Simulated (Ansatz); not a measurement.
GaAs, alloy series

The parent structure is GaAs in the zinc blende structure (space group F-43m, No. 216; a = 5.667 Å).

The other end (x = 1) is InAs in the zinc blende structure (space group F-43m, No. 216): 28.50 Å³/atom, gap 0.08 eV.

In replaces a fraction x of Ga; each row is one arrangement (x, atoms in the cell, starting space group or random), fully relaxed.

Computed with plane-wave PAW DFT at the r2SCAN level (Ansatz, a first-principles code, 500 eV), spin-orbit coupling left out.

Notes on the quantities. deviation of the volume from the linear: Vegard-type) interpolation; mixing energy: to 0.01 eV only: unlike meshes or grids.

```json
[
 {"case": "base", "deviation of the volume from the linear": "–", "band gap": "0.96 eV", "shortest interatomic distance": "2.454 Å", "mixing energy": "–"},
 {"case": "x(In) = 0.5, 8 atoms, Pmn2_1", "deviation of the volume from the linear": "-0.5 %", "band gap": "0.34 eV", "shortest interatomic distance": "2.450 Å", "mixing energy": "+0.02 eV/atom"},
 {"case": "x(In) = 0.5, 4 atoms, P-4m2", "deviation of the volume from the linear": "-0.4 %", "band gap": "[?]", "shortest interatomic distance": "[?]", "mixing energy": "+0.02 eV/atom"},
 {"case": "x(In) = 0.75, 8 atoms, P-43m", "deviation of the volume from the linear": "-0.3 %", "band gap": "0.21 eV", "shortest interatomic distance": "2.489 Å", "mixing energy": "+0.02 eV/atom"},
 {"case": "x(In) = 0.75, 8 atoms, I-42m", "deviation of the volume from the linear": "-0.4 %", "band gap": "0.23 eV", "shortest interatomic distance": "2.472 Å", "mixing energy": "+0.01 eV/atom"}
]
```

Some entries are withheld; estimate them.


- x(In) = 0.5, 4 atoms, P-4m2, band gap: 0.30 eV
- x(In) = 0.5, 4 atoms, P-4m2, shortest interatomic distance: 2.484 Å

These are small ordered cells, not random alloys; other orderings at the same x differ. No phonon test of stability was made. The zero or small gap of InAs, InGaAs2 and In3GaAs4 can change with the level of theory.
